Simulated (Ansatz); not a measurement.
## Ba₃SiO in the anti-perovskite structure (space group Pm-3m, No. 221; a cell from a computed database, its experimental status unchecked)

```cif
data_Ba3OSi
_chemical_formula_sum 'Ba3 Si1 O1'
_space_group_name_H-M_alt 'Pm-3m'
_space_group_IT_number 221
_space_group_name_Hall '-P 4 2 3'
_cell_length_a 5.28984
_cell_length_b 5.28984
_cell_length_c 5.28984
_cell_angle_alpha 90.000
_cell_angle_beta 90.000
_cell_angle_gamma 90.000
loop_
_atom_site_label
_atom_site_type_symbol
_atom_site_symmetry_multiplicity
_atom_site_Wyckoff_symbol
_atom_site_fract_x
_atom_site_fract_y
_atom_site_fract_z
_atom_site_occupancy
Ba1 Ba 3 c 0.00000 0.50000 0.50000 1
Si1 Si 1 a 0.00000 0.00000 0.00000 1
O1 O 1 b 0.50000 0.50000 0.50000 1
```

Computed with PBEsol in Ansatz (plane waves to 420 eV, PAW, scalar-relativistic without spin-orbit coupling). k-mesh 9×9×9 (Γ-centred); smearing 0.05 eV (Fermi–Dirac).

```yaml
volume_per_atom: 29.60 Å³
density: 5.12 g/cm³
band_gap: zero
total_energy: -3754.772 eV/atom (σ→0; compares only within this code and set-up)
```

Whether these cells are dynamically stable was not tested. The final runs are not spin-polarised. The zero or small gap of Ba3SiO can change with the level of theory.

Ansatz is a first-principles code.
